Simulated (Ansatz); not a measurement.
For TiC (model structure, started from the NiAs type, P6₃/mmc, No. 194, 4 atoms in the cell), PBE (Ansatz, an electronic-structure program, PAW) gives:

```
Item                   Value
-------------------  -------
lattice parameter a  3.042 Å
c axis length        5.381 Å
```

What does PBE-D3(BJ) in Ansatz (plane waves, PAW) give for the same quantities?


- lattice constant a: 3.011 Å (decreases by 1.0 %)
- lattice parameter c: 5.340 Å (drops by 0.8 %)

Changes are worked out from the printed values.

Unless a cell is named, each level is at its own relaxed cell (PBE 10.78, PBE-D3(BJ) 10.48 Å³/atom).

Ansatz's density-functional and Hartree–Fock values are scalar-relativistic unless marked +SOC, with PAW data made under PBE.

A model structure was made by putting elements into a prototype or built by hand; it is no filed structure, need not be a known phase, and can be a saddle point held by its symmetry.
